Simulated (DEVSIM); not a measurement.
Device: Al/Si3N4/p-Si capacitor, at 250 K.

Layer 1 from the left is Si3N4, thickness (nm) 2.60. Layer 2 from the left is Si, thickness (nm) 2100, Na (cm⁻³) 3.6e15.

Metal gate on the left, work function 4.1 eV. Fixed charge at the semiconductor interface 5.5e11 cm⁻² (in units of +e); no interface traps.

The device is made up for the run: typed textbook-type constants, with dimensions and the other settings drawn at random. Values at 300 K; Nc and Nv go as T^1.5, mobilities as T to minus their exponent, the gap by Varshni's rule with the affinity fixed.

Si3N4: gap (eV) 5.1, affinity (eV) 2.1, permittivity 7.5. Si: gap (eV) 1.124, affinity (eV) 4.05, permittivity 11.7, Nc (cm⁻³) 2.86e19, Nv (cm⁻³) 3.1e19, Varshni α (eV/K) 0.000473, Varshni β (K) 636.

Q: Estimate by hand the flat-band voltage, the threshold voltage, and compare with a numerical solution.

A: 
- Flat-band voltage: C = 2.55 μF/cm², work-function difference -0.897 V; VFB = φms − qNf/C = -0.93 V; numerical -0.93 V.
- Threshold voltage: φF = 0.380 V, depletion charge √(4εqNφF) = 3.01e-8 C/cm²; VT = VFB + 2φF + Qd/C = -0.16 V; numerical -0.16 V.

Model (solved in DEVSIM): 1D Poisson equation in equilibrium, Boltzmann statistics, complete ionisation; no quantum confinement or tunnelling. Metal contacts follow the ideal Schottky-Mott rule: no Fermi-level pinning, no interface dipoles.
